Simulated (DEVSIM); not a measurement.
# Schottky contact on n-type GaN

Structure: Schottky contact on n-type GaN, at 300 K.

| layer (left to right) | material | thickness (μm) | Nd (cm⁻³) | τn (s) | τp (s) |
|---|---|---|---|---|---|
| 1 | GaN | 1.20 | 2.5e17 | 9.3e-10 | 9.3e-10 |

Left contact: Schottky, work function 5.65 eV, emission velocity 1.9e6 cm/s. Right contact: ohmic. Voltage is applied to the left contact. Recombination: SRH at mid-gap. Mobility is μmin + (μ − μmin)/(1 + (N/Nref)^α).

This is a model device: material constants are rounded textbook-type values typed into the input, and sizes, dopings and lifetimes were drawn at random. Values at 300 K.

```
parameter         GaN
-------------  ------
gap (eV)         3.43
affinity (eV)     4.1
permittivity      9.5
Nc (cm⁻³)      2.3e18
Nv (cm⁻³)      4.6e19
μn (cm²/Vs)      1200
μp (cm²/Vs)       100
μn,min             55
μp,min              3
Nref,n           2e17
Nref,p           3e17
αn                  1
αp                  2
```

DEVSIM, 1D drift-diffusion, Boltzmann statistics, complete ionisation; no tunnelling, impact ionisation, image-force lowering or self-heating. Metal contacts follow the ideal Schottky-Mott rule: no Fermi-level pinning, no interface dipoles.

The potential step across the device at zero bias is 1.493 V, the largest field in the device at zero bias is 370000 V/cm and the dark forward voltage at 1 A/cm² is 1.203 V. The dark forward voltage at 100 A/cm² is 1.323 V.

Dark forward current:

(V (V), J (A/cm²)): (0.40, 3.3e-14); (0.45, 2.3e-13); (0.50, 1.6e-12); (0.55, 1.1e-11); (0.60, 7.6e-11); (0.70, 3.6e-9); (0.75, 2.5e-8); (0.80, 1.7e-7); (0.85, 1.2e-6); (0.90, 8.3e-6); (0.95, 5.7e-5); (1.00, 0.00040); (1.05, 0.0027); (1.10, 0.019); (1.15, 0.13); (1.25, 6.2); (1.30, 43); (1.35, 280); (1.40, 1500); (1.45, 5000)

Small-signal capacitance in reverse bias (quasi-static):

| V (V) | C (nF/cm²) |
|---|---|
| -0.04 | 106 |
| -0.1 | 104 |
| -0.2 | 101 |
| -0.3 | 97.6 |
| -0.4 | 95.0 |
| -0.6 | 90.3 |
| -0.8 | 86.2 |
| -1 | 82.6 |
| -1.3 | 78.0 |
| -1.6 | 74.1 |
| -2 | 69.7 |
